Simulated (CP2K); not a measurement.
Band structure of N2 (P4_2/mnm, 4 atoms in the cell).

```
N2
1.0
    4.14736     0.00000     0.00000
    0.00000     4.14736     0.00000
    0.00000     0.00000     5.42877
N
4
Direct
  0.90428   0.90428   0.00000
  0.09572   0.09572   0.00000
  0.59572   0.40428   0.50000
  0.40428   0.59572   0.50000
```

Level of theory: PBEsol, GPW, DZVP-MOLOPT-SR-GTH basis, GTH-PBE potentials (GTH_POTENTIALS) (CP2K).

Settings: CUTOFF = 400 Ry; REL_CUTOFF = 50 Ry; KPOINTS/SCHEME = MONKHORST-PACK 6 6 4; GAMMA_CENTERED = T; XC_FUNCTIONAL = PBE:PBESOL; N/BASIS_SET = DZVP-MOLOPT-SR-GTH-q5; N/POTENTIAL = GTH-PBE-q5; METHOD = GPW; EPS_DEFAULT = 1e-10; EXTRAPOLATION = USE_GUESS; NGRIDS = 5; SCF_GUESS = ATOMIC; EPS_SCF = 1e-07; MAX_SCF = 100.

The starting cell comes from a database of computed structures (which also holds hypothetical and non-ambient phases and stackings), without a prior relaxation at this level. Its lattice was rescaled by a random factor within 2.5 % of one. Values carry the incompleteness of an atom-centred basis. The potentials were made for another functional than the one used.

Q: Predict the gap along the standard path and the places of the band edges.

A: The gap along the path is 6.80 eV, from A to Γ; the smallest direct gap on it is 6.98 eV.

Levels in eV from the top of the valence band on the SCF mesh, bands 7 to 11:
| point | 7 | 8 | 9 | 10 | 11 |
|---|---|---|---|---|---|
| Γ | -1.31 | -1.22 | -0.92 | -0.18 | 6.80 |
| X | -1.50 | -1.50 | -0.22 | -0.22 | 7.77 |
| M | -1.45 | -1.45 | -0.03 | -0.03 | 7.58 |
| Z | -1.32 | -1.32 | -0.40 | -0.40 | 7.18 |
| R | -1.31 | -1.31 | -0.26 | -0.26 | 7.46 |
| A | -1.49 | -1.49 | 0.00 | 0.00 | 7.58 |

Higher empty bands are left out: an atom-centred basis made for the valence describes them poorly.
